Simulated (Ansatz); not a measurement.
## A self-consistent single point of NaGa (Cm, 4 atoms in the cell) with Ansatz

Method: LDA (PW92), default PAW files made with PBE (plane waves; Ansatz, a quantum-chemistry and plane-wave program).

The input file:

Ansatz 0.2 input:
```yaml
crystal:
  lattice:
    - [3.019180, -3.386649, 0.000000]
    - [3.019180, 3.386649, 0.000000]
    - [0.000000, 0.000000, 4.883057]
  atoms:
    - { symbol: Na, position_ang: [3.019180, -0.911754, 1.270762] }
    - { symbol: Na, position_ang: [3.019180, 0.911754, 3.662293] }
    - { symbol: Ga, position_ang: [3.019180, 2.800352, 1.220764] }
    - { symbol: Ga, position_ang: [3.019180, -2.800352, 3.662293] }
basis:
  ecutwfc: 420.0
kpoints:
  mp_grid: { grid: [5, 5, 5] }
hamiltonian:
  xc: lda
  pseudopotentials: { kind: paw }
scf:
  occupations: { method: gaussian, width: 0.1 }
output:
  forces: true
  eigenvalues: true
  stress: true
```

Output, abridged:

```
WARN ansatz: RAYON_NUM_THREADS=1 ignored (pool sized by the plan → 1); use --threads N
Pseudopotentials: kind: paw
Pseudopotential: Na, paw, valence charge 9
Pseudopotential: Ga, paw, valence charge 13
Crystal: 4 atoms, lattice volume = 99.858 Å³
Basis set: ecut = 420 eV, 1933 PW (Γ)
Bands: 27, of which v1, the nominal top of the filled ones, is band 22 counted from 1 (21 counted from 0)
Symmetry: 2 space group operations
Space group: Cm (ITA 8), of the structure as read, at distance tolerance 4.6e-5 Å
k-points: 39 of 125 (time reversal used)
PAW frozen core: Na, regenerated for the run's functional, and the local potential with it
PAW frozen core: Ga, regenerated for the run's functional, and the local potential with it
Initial density: superposition of atomic densities (neutral atoms: chi_scale 0, normalization atom), corrected by the library's trained network
Initial wavefunctions: pseudopotential atomic-orbital guess
Eigensolver: davidson
Functional: x = slater, c = lda
SCF iter   1: F=—  HF=-10346.752738 eV  |F-HF|=—  |Δ(HF+E_count)|=         —  Δρ=6.54e-3  dr2=2.79e-2  ethr=1.77e-3  ⟨swp⟩=5.9  Hψ=4225  notcnv=0
all-band conjugate gradients solve this SCF's bands
preconditioner: auto → Kerker (q_TF=auto, 2.380 Å⁻¹)
SCF iter   2: F=—  HF=-10346.738816 eV  |F-HF|=—  |Δ(HF+E_count)|=   1.39e-2  Δρ=2.77e-3  dr2=8.03e-3  ethr=6.34e-5  ⟨swp⟩=2.0  Hψ=1677  notcnv=0
SCF iter   3: F=—  HF=-10346.736959 eV  |F-HF|=—  |Δ(HF+E_count)|=   1.86e-3  Δρ=8.38e-4  dr2=1.58e-3  ethr=1.83e-5  ⟨swp⟩=2.9  Hψ=1908  notcnv=0
SCF iter   4: F=—  HF=-10346.736878 eV  |F-HF|=—  |Δ(HF+E_count)|=   8.14e-5  Δρ=5.16e-4  dr2=1.87e-4  ethr=3.59e-6  ⟨swp⟩=2.0  Hψ=1583  notcnv=0
SCF iter   5: F=—  HF=-10346.736628 eV  |F-HF|=—  |Δ(HF+E_count)|=   2.50e-4  Δρ=1.63e-4  dr2=2.65e-5  ethr=4.25e-7  ⟨swp⟩=2.0  Hψ=1521  notcnv=0
SCF iter   6: F=—  HF=-10346.736630 eV  |F-HF|=—  |Δ(HF+E_count)|=   1.59e-6  Δρ=4.26e-5  dr2=1.75e-6  ethr=6.03e-8  ⟨swp⟩=3.0  Hψ=1599  notcnv=0
SCF iter   7: F=—  HF=-10346.736630 eV  |F-HF|=—  |Δ(HF+E_count)|=   2.25e-8  Δρ=1.94e-5  dr2=2.40e-7  ethr=3.99e-9  ⟨swp⟩=2.0  Hψ=1807  notcnv=0
SCF iter   8: F=-10346.736629 eV  HF=-10346.736629 eV  |F-HF|=8.29e-9  |Δ(HF+E_count)|=   1.75e-7  Δρ=2.24e-6  dr2=8.32e-9  ethr=2.27e-10  ⟨swp⟩=6.8  Hψ=4101  notcnv=0
SCF 1 converged in 8 iterations: F = -10346.736629 eV  dr2 = 8.32e-9
SCF converged after 8 iterations
Free energy (F): -10346.736629 eV
Harris-Foulkes:  -10346.736629 eV  (|F-HF|=8.29e-9)
Internal energy: -10346.725057 eV  (E = F + TS)
E sigma→0 (E₀):  -10346.730843 eV
Entropy (-TS):   -0.011573 eV (-2.893 meV/atom)
Fermi energy:    4.698117 eV
--- Per-component energies (eV) ---
  E_band       = -623.895748
  E_kinetic    = 470.031349
  E_local      = -6868.137463  (includes V_loc(G=0)·N_el)
  E_nonlocal   = 1079.544961
  E_hartree    = 2901.337725
  E_xc         = -212.843957
  E_vxc        = -214.606638  (∫ρ·V_xc dr)
  E_paw        = -4306.096726  (= ΣΔE_a)
  E_vpaw       = -893.403519  (= ΣTr[D̂ρ^β])
  E_aug_tail   = -0.000274  (compensation charges beyond the density's cutoff)
  E_ewald      = -3414.299412
  E_core_change = 3.738740  (= ΣΔE_core)
  E_smearing   = -0.011573  (= −TS)
  E_closure    = 0.000000  (closes the sum)
  Σ components = -10346.736629   (vs F -10346.736629, Δ=0.00e0)
--- Forces (eV/Å), atoms counted from 1 ---
  atom   1  Na     0.00000000    -0.13591785    -0.07754614
  atom   2  Na    -0.00000000     0.13831394     0.04581068
  atom   3  Ga     0.00000000     0.26842034    -0.00545182
  atom   4  Ga    -0.00000000    -0.27081706     0.03718896
  max |Σ_I F_I| component: 1.68e-6 eV/Å
--- Stress (GPa, compression-positive) ---
       -1.403935      -0.000000       0.000000
       -0.000000      -1.536637       0.024862
        0.000000       0.024862      -4.040816
  P = ⅓ Tr σ = -2.3271 GPa (-23.271 kbar)
  The stress holds the Pulay correction. Without it, at fixed plane waves, as pw.x and ABINIT print it: P = -2.3355 GPa
--- Band table (eV; the first three rows and the last of 39) ---
  k-point 0: bands = ["-47.3854", "-47.3749", "-19.9534", "-19.9155", "-19.8833", "-19.8786", "-19.8733", "-19.8682", "-10.3557", "-10.3023", "-10.2944", "-10.2919", "-10.2755", "-10.2654", "-10.2277", "-10.1732", "-10.1557", "-10.1524", "-3.3825", [...]
  k-point 1: bands = ["-47.3844", "-47.3759", "-19.9519", "-19.9207", "-19.8824", "-19.8763", "-19.8742", "-19.8677", "-10.3625", "-10.3400", "-10.3009", "-10.2806", "-10.2778", "-10.2591", "-10.2466", "-10.1603", "-10.1314", "-10.1301", "-3.1362", [...]
  k-point 2: bands = ["-47.3819", "-47.3783", "-19.9469", "-19.9311", "-19.8799", "-19.8766", "-19.8718", "-19.8679", "-10.3766", "-10.3727", "-10.3014", "-10.2921", "-10.2772", "-10.2769", "-10.2138", "-10.1824", "-10.0952", "-10.0934", "-2.3984", [...]
  k-point 38: bands = ["-47.3841", "-47.3760", "-19.9504", "-19.9240", "-19.8890", "-19.8777", "-19.8714", "-19.8687", "-10.3640", "-10.3396", "-10.2987", "-10.2783", "-10.2738", "-10.2638", "-10.2431", "-10.1591", "-10.1338", "-10.1267", "-2.1925", [...]
```

The run converged in 8 iterations.

The starting cell comes from a database of computed structures (which also holds hypothetical and non-ambient phases and stackings), without a prior relaxation at this level. Its lattice was rescaled by up to half a per cent. One atom was moved a little off its site on purpose. Ansatz's pressure includes its estimate of the finite-basis (Pulay) stress.
